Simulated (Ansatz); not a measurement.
Results of LDA (PAW; Ansatz, a first-principles code) for BeS (model structure, started from the CdTe type, P6₄22, No. 181, 6 atoms in the cell).

Numerical settings: plane-wave cutoff 520 eV, 12×12×4 k mesh (along the axes of the cell as run), Fermi–Dirac smearing 0.01 eV, scalar-relativistic PAW data made under PBE.

Computed at the level's own relaxed cell.

```
CELL_PARAMETERS angstrom
      3.39896     0.00000     0.00000
     -1.69948     2.94358     0.00000
      0.00000     0.00000     7.67325
ATOMIC_POSITIONS crystal
  Be 0.00000 0.49999 0.66667
  Be 0.50001 0.50001 0.00000
  Be 0.49999 0.00000 0.33333
  S  0.00000 0.50000 0.16667
  S  0.50000 0.50000 0.50000
  S  0.50000 0.00000 0.83333
```

Problem. List the 15 lowest band energies at Γ above −25 eV (eV, relative to the valence band maximum), grouping those that round alike.

Solution. At Γ: -14.82, -13.21 (×2), -5.02 (×2), -2.86, -1.25 (×2), -0.72 (×2), -0.35, 0.00, 3.89 (×2), 4.98.

Note: the relaxation could raise the start's symmetry but not lower it, so the cell can be a saddle point.

A model structure was made by putting elements into a prototype or built by hand; it is no filed structure, need not be a known phase, and can be a saddle point held by its symmetry.
